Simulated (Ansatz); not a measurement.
The reference is CuAu (space group P4/mmm, No. 123; a = 2.8815 Å, c = 3.6148 Å).

Structures relaxed with Ansatz (a quantum-chemistry and plane-wave program), PBE, PAW, cutoff 420 eV, spin-orbit coupling left out.

Base:

Simulated powder pattern, Cu Kα1, λ = 1.54056 Å (kinematic, ideal powder, no thermal factors, no anomalous dispersion; the 8 strongest lines at most, above 2 %, up to 2θ = 90°):

```
2θ (°)  I/Imax (%)    hkl
------  ----------  -----
24.61           20  (001)
31.01           23  (100)
39.98          100  (101)
44.43           37  (110)
50.45           13  (002)
64.64           12  (200)
69.46           19  (112)
78.78           27  (211)
```

After one change:

Simulated powder pattern, Cu Kα1, λ = 1.54056 Å (kinematic, ideal powder, no thermal factors, no anomalous dispersion; the 8 strongest lines at most, above 2 %, up to 2θ = 90°):

```tsv
2θ (°)	I/Imax (%)
30.59	16
31.84	29
44.73	100
45.65	47
55.95	13
66.55	15
81.81	17
83.78	33
```

**Question.** Which of these changes matches the shifts?
(A) pressure −2 GPa
(B) pressure 75 GPa
(C) pressure 30 GPa
(D) pressure 3 GPa

**Answer.** B, pressure 75 GPa. Its volume per atom is 11.51 Å³ against 15.01 Å³, and its space group is P4/mmm (No. 123).

From pressure 75 GPa on, the axis ratios lie over 15 % from the base's, so the cell there is far from its starting form. Load acts through the strain it causes; cell and atoms are relaxed under it. Stability against distortions was not tested. Competing high-pressure phases were not computed. All final runs are without spin polarisation. Along this pressure series the structure jumps between pressure 50 GPa and pressure 75 GPa; cells beyond that are another form of it.
